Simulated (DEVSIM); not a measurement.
**abrupt Ge n-p junction**

Structure: abrupt Ge n-p junction, at 300 K.

| layer (left to right) | material | thickness (μm) | Nd (cm⁻³) | Na (cm⁻³) | τn (s) | τp (s) |
|---|---|---|---|---|---|---|
| 1 | Ge | 0.280 | 4.3e16 | - | 3.6e-5 | 3.6e-5 |
| 2 | Ge | 2.30 | - | 1.8e14 | 3.6e-5 | 3.6e-5 |

Left contact: ohmic. Right contact: ohmic. Voltage is applied to the left contact. Recombination: SRH at mid-gap, radiative, Auger. Mobility is μmin + (μ − μmin)/(1 + (N/Nref)^α).

The device is made up for the run: typed textbook-type constants, with dimensions and the other settings drawn at random. Values at 300 K.

```tsv
parameter	Ge
gap (eV)	0.664
affinity (eV)	4
permittivity	16
Nc (cm⁻³)	1.04e19
Nv (cm⁻³)	6e18
μn (cm²/Vs)	3900
μp (cm²/Vs)	1900
μn,min	150
μp,min	100
Nref,n	2.6e17
Nref,p	4e17
αn	0.56
αp	0.6
B (cm³/s)	6.4e-14
Cn (cm⁶/s)	1e-31
Cp (cm⁶/s)	1e-31
```

DEVSIM, 1D drift-diffusion, Boltzmann statistics, complete ionisation; no tunnelling, impact ionisation, image-force lowering or self-heating.

The potential step across the device at zero bias is 0.253 V and the largest field in the device at zero bias comes out as 9900 V/cm. The dark forward voltage at 100 A/cm² is 0.196 V.

Dark reverse current:

```csv
V (V),J (A/cm²)
0.20,0.72
0.50,1.8
1.00,4.6
1.50,7.7
2.00,11
3.00,17
4.00,23
5.00,30
6.50,39
8.00,48
10.00,61
```

Dark forward current:

(V (V), J (A/cm²)): (-0.05, -1.6); (-0.10, -8.6); (-0.15, -34); (-0.20, -110); (-0.25, -280); (-0.30, -560); (-0.35, -910); (-0.40, -1300); (-0.45, -1600); (-0.50, -1800); (-0.55, -2100)
